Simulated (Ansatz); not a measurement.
# Effect of isotropic strain −0.48 % on HfO2

Take HfO₂ (space group P4_2/nmc, No. 137; a = 3.568 Å, c = 5.167 Å) as the base.

Perturbation: an isotropic linear strain of −0.48 %; the atoms relax in the strained cell.

The values are results of plane-wave PAW DFT at the PBEsol level (Ansatz, a quantum-chemistry and plane-wave program, 420 eV), without spin-orbit coupling, earlier PAW set, not measurements. Γ-centred 9×9×7 mesh, Fermi–Dirac width 0.05 eV.

- Volume per atom: 10.80 Å³ (base 10.96 Å³)
- Space group: P4_2/nmc (No. 137) (base P4_2/nmc (No. 137))
- Shortest interatomic distance: 3.890 bohr (base 3.896 bohr)
- Energy relative to the base (free energy F): +1.5 meV/atom
- Pressure (mean of the normal stresses, compression positive): 3.12 GPa (base 0.00 GPa)
- Band gap: 4.54 eV (base 4.57 eV)
- Gap character: indirect, A → Γ (base indirect, A → Γ)
- Smallest direct gap: 4.66 eV (base 4.65 eV)
- Width of the top valence band: 1.08 eV (base 1.02 eV)
- Electron mass: 1.00 mₑ along c, 0.78 mₑ across (at Γ) (base 0.94 mₑ along c, 0.79 mₑ across (at Γ))
- Largest internal atomic displacement: 0.014 Å

Cost of the whole job for the changed cell (relaxation, final SCF and bands): roughly 100 core-seconds.

With Hf present, leaving out spin-orbit coupling can change the band edges. Effective masses come from finite differences of ±0.01 Å⁻¹. Stability against distortions was not tested. This is not the structure that HfO2 has at room temperature and ambient pressure.
